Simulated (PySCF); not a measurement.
PySCF 2.14.0, unrestricted BP86/def2-svp, df: CC(C)[Te], charge 0, multiplicity 2, 11 atoms. The geometry is a generated start, not checked to be a minimum at this level.

```yaml
task: energy
method: bp86
basis: def2-svp
two_electron_scheme: density fitting
mol.max_memory: 3000 MB
mf.max_cycle: 100
mf.conv_tol: 1e-09 (default)
mf.grids.level: 3 (default)
effective_core_potentials: those of the basis set, past Kr
basis_functions: 103
grid_points: 132968
```

```xyz
11

C     -1.0611    -0.7124     0.1678
C     -0.1967     0.4490    -0.2756
C      1.2759     0.1510    -0.0856
Te    -0.7448     2.2718     0.8051
H     -0.8844    -0.9423     1.2162
H     -0.8260    -1.6010    -0.4173
H     -2.1165    -0.4872     0.0365
H     -0.3882     0.6623    -1.3277
H      1.4991    -0.0300     0.9647
H      1.5518    -0.7406    -0.6513
H      1.8908     0.9793    -0.4328
```

Charge 0 and multiplicity 2 are set for this test and not shown to be the ground state.

With the defaults (mf.DIIS = CDIIS, mf.level_shift = 0, mf.diis = true, mf.diis_damp = 0, mf.damp = 0, mf.diis_start_cycle = 1, mf.init_guess = minao, mf.diis_space = 8) it converges in 24 Fock builds. One run each on 2 threads, 1 BLAS thread, with these changes:
- mf.init_guess = atom
- mf.DIIS = EDIIS
- mf.level_shift = 1 Hartree
- mf.diis_space = 20
- mf.diis_damp = 0.3
- mf.damp = 0.7, mf.diis_start_cycle = 8
- mf.level_shift = 0.1 Hartree
- mf.level_shift = 0.3 Hartree
- mf.diis = false

Which of these changes keep the SCF from converging, or lead it to another solution?

No convergence: mf.DIIS = EDIIS; mf.level_shift = 0.1 Hartree; mf.level_shift = 0.3 Hartree; mf.level_shift = 1 Hartree; mf.diis = false (the run ends without SCF convergence in 100 cycles). The rest reach the solution of the defaults.

```csv
setting,Fock builds,end
mf.diis_damp = 0.3,23,same solution
mf.init_guess = atom,23,same solution
mf.diis_space = 20,23,same solution
the defaults,24,same solution
"mf.damp = 0.7, mf.diis_start_cycle = 8",24,same solution
mf.DIIS = EDIIS,101,no convergence
mf.level_shift = 0.1 Hartree,101,no convergence
mf.level_shift = 0.3 Hartree,101,no convergence
mf.level_shift = 1 Hartree,101,no convergence
mf.diis = false,101,no convergence
```
